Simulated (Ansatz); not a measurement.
Amorphous Ti$_{20}$O$_{43}$La$_{2}$, 65 atoms at 3.79 g/cm³, one PBE-relaxed geometry, zone centre. Methods: PBE, scalar-relativistic without spin-orbit coupling (Ansatz, a quantum-chemistry and plane-wave program); r2SCAN, scalar-relativistic without spin-orbit coupling (Ansatz); HSE06, scalar-relativistic without spin-orbit coupling (Ansatz). Plane waves to 420 eV (r2SCAN 500 eV); exact exchange is cut at the cell's faces. All rungs ran without spin polarisation.

The cell was made by melting and quenching with the CHGNet potential and then relaxed with DFT. O atoms were pushed apart under 1.9 Å during the dynamics, to hinder bonds among them. The hot cell started wider than the set density and was brought back towards it in steps. It is the lowest in DFT energy of 2 quenches. It is a model cell: composition and starting density were chosen by hand, and all elements were melted together. No dispersion term was used. Its density started from a set value of 3.90 and ended at 3.79 g/cm³. Cooling (nominally 300 K/ps over its main leg) ran many orders faster than in experiment, which tends to leave more defects and strain. Values belong to this one cell and scatter from quench to quench. Volume and shape were free in the relaxation.

The relaxation ran on the zone centre alone. At PBE the gap is 2.72 eV on a 2×2×2 Γ-centred mesh, and the spacing at the zone centre alone 2.76 eV.

### Question
What zone-centre spacing does r2SCAN give, roughly?

### Answer
3.12 eV (+0.36 eV against PBE).

### Question
What zone-centre spacing does HSE06 give, roughly?

### Answer
4.32 eV (+1.56 eV against PBE).

The highest filled and the lowest empty state spread over these numbers of atoms (participation numbers): PBE: 13.2 and 10.6; r2SCAN: 14.1 and 10.1; HSE06: 15.4 and 11.9.
